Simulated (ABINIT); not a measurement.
# Short convergence ladders for Ag (Fm-3m, 1 atom in the cell)

```yaml
crystal:
  lattice:
    - [0.00000, 2.05523, 2.05523]
    - [2.05523, 0.00000, 2.05523]
    - [2.05523, 2.05523, 0.00000]
  atoms:
    - { symbol: Ag, position: [0.00000, 0.00000, 0.00000] }
```

Base method: PBE, PAW (JTH v2.0 PBE PAW) (plane waves; ABINIT).

Base settings: pseudos = [Ag.GGA_PBE-JTH.xml]; ecut = 40 Ry; pawecutdg = 80 Ry; ixc = 11; occopt = 3; tsmear = 0.00367493 Ha; ngkpt = 5 5 5; nshiftk = 1; shiftk = 0 0 0; potentials = JTH v2.0 PBE PAW.

The count of work is k-points × plane waves × bands × iterations; it is no time. 

**The cutoff for other potential files**

Level: DFT, PBE, plane waves, norm-conserving pseudopotentials (PseudoDojo nc-sr-05 PBE standard).

In this ladder: pseudos = [Ag.upf]; pawecutdg = default; nband = 15; potentials = PseudoDojo nc-sr-05 PBE standard.

The second cell is the first with its lattice scaled by 0.98.

The mesh stays at the base's, so the ladder's end is converged at best in this setting alone.

Only quantities that move along the ladder and can be compared are tabulated.

| ecut | free energy less the last step's (meV/atom) | energy of the compressed cell less the first (meV/atom) | pressure (GPa) | count of work / last |
|---|---|---|---|---|
| 36 Ry | 15783.05 | -120.79 | -456.73 | 0.11 |
| 46 Ry | 3889.60 | 110.47 | -163.41 | 0.13 |
| 58 Ry | 540.47 | 31.92 | -33.91 | 0.21 |
| 70 Ry | 42.16 | 33.75 | -2.76 | 0.28 |
| 82 Ry | 1.12 | 33.95 | 1.58 | 0.31 |
| 98 Ry | 0.30 | 33.87 | 1.74 | 0.47 |
| 124 Ry | 0.13 | 33.87 | 1.75 | 0.66 |
| 164 Ry | 0.00 | 33.87 | 1.75 | 1.0 |

Coarsest ecut that holds the energy of the compressed cell less the first within 0.2 meV/atom of the last step, with all finer ones: 70 Ry, at 0.28 of the last step's count of work; the step before is off by 1.9 meV/atom.

Coarsest ecut that holds the free energy within 2 meV/atom of the last step, with all finer ones: 82 Ry, at 0.31 of the last step's count of work; the step before is off by 42 meV/atom.

Coarsest ecut that holds the pressure within 0.5 GPa of the last step, with all finer ones: 82 Ry, at 0.31 of the last step's count of work; the step before is off by 4.5 GPa.

The energy difference between the two cells stays within 1 meV/atom of the last step's from 70 Ry on, the total only from 98 Ry on: much of the error is common to both cells and cancels.

At the lowest cutoff the pressure lies 458 GPa under the last step's, the usual sign of Pulay stress in an incomplete plane-wave basis.

**The density cutoff**

The mesh stays at the base's, so the ladder's end is converged at best in this setting alone.

Only quantities that move along the ladder and can be compared are tabulated.

These are the values that this program gave, and no reference: the one-centre exchange-correlation terms come from a truncated expansion.

```csv
pawecutdg,free energy less the last step's (meV/atom),pressure (GPa)
40 Ry,-1.70,1.88
50 Ry,-0.49,1.96
60 Ry,-0.16,1.88
80 Ry,0.00,1.90
100 Ry,-0.07,1.90
160 Ry,0.00,1.89
```

Coarsest pawecutdg that holds the free energy within 1 meV/atom of the last step, with all finer ones: 50 Ry; the step before is off by 1.7 meV/atom.

Coarsest pawecutdg that holds the pressure within 0.05 GPa of the last step, with all finer ones: 60 Ry; the step before is off by 0.06 GPa.

On the base run: the starting cell has typed, rounded lattice constants, without a prior relaxation at this level. Its lattice was rescaled by up to half a per cent. Without a gap this mesh is coarse (it stands for a supercell whose shortest vector is 15 Å).
